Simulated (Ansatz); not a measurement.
Cells marked so need not be the phases stable at ambient conditions, and some may be hypothetical.

The gap is the functional's own. No spin-orbit coupling. Mid-gap values are interpolated on the energy grid.

A. MgS (Fm-3m, rock salt, not sure to be the ambient phase, 2 atoms a cell, 17.7 Å³ an atom), along the normal of (110)
B. GaN (P6_3mc, wurtzite, 4 atoms a cell, 11.4 Å³ an atom), along the normal of (111)
C. SiO₂ (P3_121, 9 atoms a cell, 12.6 Å³ an atom), along the normal of (100)

Problem. Rank these by mid-gap decay constant of the slowest evanescent state (highest first), as r2SCAN (Ansatz, an electronic-structure program) gives it.

Solution. C (0.51 1/Å), A (0.24 1/Å), B (0.16 1/Å)
